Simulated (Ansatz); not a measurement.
# SrTiO3 under a change: O → S

The reference is SrTiO$_{3}$ in the cubic perovskite structure (space group Pm-3m, No. 221; a = 3.8911 Å).

The change: S takes the place of O on all its sites; the structure is relaxed again.

All numbers come from DFT with PBEsol, PAW potentials and a 420 eV plane-wave cutoff in Ansatz (a first-principles code), no spin-orbit coupling. k-mesh 10×10×10 (Γ-centred); smearing 0.05 eV (Fermi–Dirac), for the changed cell.

The volume per atom increases by 9.17 Å³, from 11.78 Å³ to 20.95 Å³ and the lattice parameter a grows by 0.823 Å to 4.714 Å. The space group stays Pm-3m (No. 221) and the shortest interatomic distance goes up by 0.411 Å to 2.357 Å. The band gap changes from 1.85 eV to zero.

Cost of the whole job for the changed cell (relaxation, final SCF and bands): about 80 core-seconds (a rough figure).

Whether these cells are dynamically stable was not tested. As relaxed here, SrTiS3 is a hypothetical phase, not in the database extracts checked. All final runs are without spin polarisation. Many cubic perovskites are stable only at high temperature; tilts and polar distortions were not tested. The zero or small gap of SrTiS3 can change with the level of theory.
